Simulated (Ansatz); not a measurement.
Take Al in the fcc (Cu type) structure (space group Fm-3m, No. 225; a = 3.984 Å; relaxed with 0.1 eV smearing) as the base. Axes: x, y, z lie along the cube axes.

Method: Ansatz (a program for electronic structure) LDA, no spin-orbit coupling.

Strains are applied to the cell and any free atomic positions relax; under biaxial strain the out-of-plane vector relaxes too.

One change was made to it. Results:

```json
[
 {"quantity": "pressure (mean of the normal stresses, compression positive)", "base": "0.0 GPa", "after": "-1.5 GPa"},
 {"quantity": "energy relative to the base (free energy F)", "base": "0 meV/atom", "after": "+4.8 meV/atom"},
 {"quantity": "volume per atom", "base": "15.81 Å³", "after": "16.15 Å³"}
]
```

Problem. What was done to the base?
A) biaxial strain −2.50 %, plane normal [111], relaxed out of plane
B) biaxial strain +1.25 %, plane normal [111], relaxed out of plane
C) biaxial strain −0.42 %, plane normal [111], relaxed out of plane
D) biaxial strain −2.08 %, plane normal [111], relaxed out of plane
E) biaxial strain +2.08 %, plane normal [111], relaxed out of plane

Solution. E, biaxial strain +2.08 %, plane normal [111], relaxed out of plane. For comparison, the energy relative to the base in the other runs: biaxial strain −2.50 %, plane normal [111], relaxed out of plane gives +9.0 meV/atom; biaxial strain −0.42 %, plane normal [111], relaxed out of plane gives +0.2 meV/atom; biaxial strain −2.08 %, plane normal [111], relaxed out of plane gives +6.0 meV/atom; biaxial strain +1.25 %, plane normal [111], relaxed out of plane gives +1.8 meV/atom.

Whether these cells are dynamically stable was not tested.
